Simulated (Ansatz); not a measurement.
Defect migration in silicon with all lengths changed by -1 %: interstitial As, charge state +1. The step: a concerted move, in which Si travels most; the atom moves 1.50 Å along (0.17, -0.15, 0.16) of the unit cell; the moving atom starts with neighbours As at 2.43; Si at 2.32, Si at 2.33, 2 Si at 2.55 Å and ends with As at 2.47; Si at 2.33, 2 Si at 2.61, 2 Si at 2.71, Si at 2.76 Å. DFT values are from Ansatz (plane-wave PAW, 420 eV unless said) in a cell of 64 host sites, spin-restricted, static, with no finite-size correction. The charge state is imposed; whether it is stable for some Fermi level was not computed. Sites that were not tried may lie lower. The start lies 0.12 eV above the lowest site run (PBE). For the PBE band: the saddle point's order was not checked.

```json
[
 {"Level": "CHGNet universal potential (has no charge state), its own band", "Forward barrier (eV)": "0.03", "Cost of the band or of the saddle's single point": "-"},
 {"Level": "PBE, a 2×2×2 k-point mesh shifted by half a step, band relaxed", "Forward barrier (eV)": "0.16", "Cost of the band or of the saddle's single point": "about 60 core-minutes (a rough figure)"},
 {"Level": "PBE, a 3×3×3 k-point mesh shifted by half a step, same geometries", "Forward barrier (eV)": "0.16", "Cost of the band or of the saddle's single point": "about 6 core-minutes (a rough figure)"}
]
```

Ansatz is a first-principles code.
